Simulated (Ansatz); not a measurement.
Take SiS2 in the 2H-MoS2 type structure (space group P6_3/mmc, No. 194; a = 3.224 Å, c = 12.153 Å; a hypothetical phase, not in the database extracts checked; layered, stacked along the Cartesian z axis) as the base.

Computed with DFT with r2SCAN+rVV10, PAW potentials and a 500 eV plane-wave cutoff in Ansatz (a first-principles code), scalar-relativistic without spin-orbit coupling.

Before the change:

* **Pressure**: 0.0 GPa
* **Band gap**: zero

It is then changed as follows: every lattice vector is shortened by 4.68 %, atoms relaxed at fixed cell.

Problem. What does the calculation give for the energy relative to the base, pressure, largest internal atomic displacement and band gap after the change?

Solution. The energy goes up by 88 meV/atom; the pressure (mean of the normal stresses, compression positive) goes from zero to 12.8 GPa; the largest internal atomic displacement amounts to 0.067 Å; the band gap is still zero.

The cells carry an imposed strain or load. Whether these cells are dynamically stable was not tested. All final runs are without spin polarisation. Gaps under 0.05 eV, about the width of the smearing, are given as zero. A zero or small gap of SiS2 can be the functional's error rather than a property of the material.
